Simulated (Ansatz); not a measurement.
# By hand: surface energy of the ZrSiO(001) slab, the mean of its two faces

This concerns the surface energy of the ZrSiO(001) slab, the mean of its two faces. Reaction: 2 ZrSiO (P4/nmm) → cell A.

A: a slab of ZrSiO (P4/nmm) cut along (001), 6 atoms, square cell of 3.31 Å (11.0 Å²), symmetry P4/nmm within 0.02 Å, 5.6 Å thick under 16 Å of vacuum, in-plane vectors held at the crystal's; planes from bottom to top: O | Zr | Si2 | Zr | O; all atoms within 0.5 Å of the crystal's sites, in a cell too small to show a reconstruction; the host is a cell from a database of computed structures that this text hasn't matched to a measured one; spin state with PBE: run without spin.

Setting: static, neutral cells in Ansatz (PAW) whose structures rest at the PBE level. Ansatz (an electronic-structure program) runs with its default PAW set. A dispersion term (D3(BJ), or D4 for r2SCAN) was computed beside these levels and is taken off wherever the name lacks it.

Total energies of the cells in eV, at zero smearing width. They compare only within one column; the weights balance every element.

| cell | atoms | weight | PBE |
|---|---|---|---|
| A: ZrSiO(001) slab | 6 | +1 | -10778.16063 |
| ZrSiO (P4/nmm) | 6 | −1 | -10779.91149 |

PBE: (-10778.16063) − (-10779.91149) = 1.7509 eV; dividing by 2 × 10.975 Å² and converting at 16.022 J/m² per eV/Å² gives 1.28 J/m².
